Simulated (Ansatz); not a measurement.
CdS: pressure series

Take CdS in the wurtzite structure (space group P6_3mc, No. 186; a = 4.123 Å, c = 6.711 Å) as the base.

Cell and atoms are relaxed at each pressure.

Level of theory: Ansatz (a first-principles code), PBEsol, PAW, cutoff 420 eV, scalar-relativistic without spin-orbit coupling.

For the base:

| Quantity | Result |
|---|---|
| Band gap | 1.09 eV |

### Question
The aim is a band gap between 1.17 eV and 1.26 eV. Which of these changes reaches it?
(A) pressure 18 GPa
(B) pressure 4.2 GPa
(C) pressure 60 GPa

### Answer
B, pressure 4.2 GPa. It gives 1.22 eV; pressure 18 GPa gives 1.41 eV; pressure 60 GPa gives zero. Changes not listed may reach it too

A case with no gap was solved on a k-mesh chosen for an insulator, which is coarse for it. From pressure 60 GPa on, the axis ratios lie over 15 % from the base's, so the cell there is far from its starting form. Load acts through the strain it causes; cell and atoms are relaxed under it. No phonon test of stability was made. The final runs are not spin-polarised. Measured, CdS leaves this structure (for rock salt) near 2.54 GPa (temperature not stated; as listed in Datta, Sujoy, Jana, Debnarayan, arXiv (2020)), on rising pressure, with hysteresis. A zero or small gap of CdS under pressure 60 GPa can be the functional's error rather than a property of the material.
